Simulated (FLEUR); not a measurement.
FLEUR run on Ti₃Al (P6_3/mmc, 8 atoms in the cell): self-consistent single point.

Method of the run: PBEsol, all-electron FLAPW (FLEUR), scalar-relativistic valence.

```yaml
crystal:
  lattice:
    - [5.66608, 0.00000, 0.00000]
    - [-2.83304, 4.90697, 0.00000]
    - [0.00000, 0.00000, 4.56480]
  atoms:
    - { symbol: Ti, position: [0.82990, 0.65980, 0.25000] }
    - { symbol: Ti, position: [0.17010, 0.34020, 0.75000] }
    - { symbol: Ti, position: [0.17010, 0.82990, 0.75000] }
    - { symbol: Ti, position: [0.82990, 0.17010, 0.25000] }
    - { symbol: Ti, position: [0.34020, 0.17010, 0.25000] }
    - { symbol: Ti, position: [0.65980, 0.82990, 0.75000] }
    - { symbol: Al, position: [0.33333, 0.66667, 0.25000] }
    - { symbol: Al, position: [0.66667, 0.33333, 0.75000] }
```

Reference input (self-consistent single point, DFT, PBE, all-electron FLAPW (FLEUR), scalar-relativistic valence): Kmax = 4.1 1/bohr; GmaxXC = 16.4 1/bohr; xcFunctional = pbe; jspins = 1; l_soc = F; mode = hist; fermiSmearingEnergy = 0.00367493 Htr; mesh (inpgen div1-3) = 5 5 5; inpgen gamma flag = false; Gmax = 16.4 1/bohr; numbands = 0; maxIterBroyd = 99. This run's input differs from it in these lines:

```diff
@@ -20,2 +20,3 @@
 &comp jspins=1 /
+&exco xctyp='PBEs' /
 &kpt div1=5 div2=5 div3=5 /
@@ -32,3 +33,3 @@
       <coreElectrons ctail="T" frcor="F" kcrel="0" coretail_lmax="0"/>
-      <xcFunctional name="pbe" relativisticCorrections="F"/>
+      <xcFunctional name="PBEs" relativisticCorrections="F"/>
       <magnetism jspins="1"/>
```

The program printed (abridged):

```
 Iteration:     1   Distance:       7.61814586 me/bohr^3
 Iteration:     2   Distance:       6.81810821 me/bohr^3
 Iteration:     3   Distance:       3.06170173 me/bohr^3
 Iteration:     4   Distance:       1.88144315 me/bohr^3
 Iteration:     5   Distance:       0.99175450 me/bohr^3
   [... 7 lines left out ...]
 Iteration:    13   Distance:       0.00022709 me/bohr^3
 Iteration:    14   Distance:       0.00003082 me/bohr^3
 Iteration:    15   Distance:       0.00003647 me/bohr^3
 Iteration:    16   Distance:       0.00000334 me/bohr^3
 Reset of history
 Run finished successfully
 Stop message:
   Structural relaxation: new displacements generated

[file out, last iteration]
             iter=     17
[...]
          total density-effective poten   -8.8845011191E+03
          total charge density-energy d   -2.8381771995E+02
 Updated energy parameters for spin:           1
[...]
 fermi energy and band-weighting factors:

[...]
FERMIE:
          first approx. to ef    (T=0)  :   0.346459 htr   (energy of the highest occ. eigenvalue)
          number of occ. states  (T=0)  :        586
          first approx. to seigv (T=0)  : -43.092460 htr
          sum of weights of occ. states :  39.048000
          sum of semicore charge        :   0.000000 e
FERHIS:  Fermi-Energy by histogram:
          bandgap                     :   0.001984 htr
   [... lines left out ...]
          charge neutrality (T=0)     :   0.096000    (zero if the highest occ. eigenvalue is "entirely" occupied)
     EF_NEWTON:  Adjust Fermi-Energy by Newton-Method.
 Direct bandgap for spin            1 :    6.9737744442944782E-003  Htr
 ---->    free energy=                     -5602.0092928045 htr
   [... lines left out ...]
      extrapolation for T->0
 ---->    total electron energy=           -5602.0054063499 htr
 ***** TOTAL FORCES ON ATOMS *****
 TOTAL FORCE FOR ATOM TYPE=  1  X=  0.000   Y= -3.155   Z=  2.157
                       FX_TOT= 0.000000 FY_TOT= 0.001278 FZ_TOT= 0.000000
 TOTAL FORCE FOR ATOM TYPE=  2  X=  5.354   Y= -3.091   Z=  2.157
                       FX_TOT= 0.000000 FY_TOT= 0.000000 FZ_TOT= 0.000000
```

The run converged in 16 iterations. FLEUR gives forces in its relaxation mode, with a further iteration, so its stop message speaks of a relaxation. Against the reference run the largest force goes from 0.052 to 0.066 eV/Å.

The starting cell comes from a database of computed structures (which also holds hypothetical and non-ambient phases and stackings), without a prior relaxation at this level. Its lattice was rescaled by a random factor within 2.5 % of one. Spin polarisation is off. Values depend on the basis (sphere radii, cutoffs, local orbitals), which need not be converged. The log's line on a gap gives a spacing of levels on this mesh, which the program prints for metals too.

Cost on one core of a shared machine: roughly 5 min.
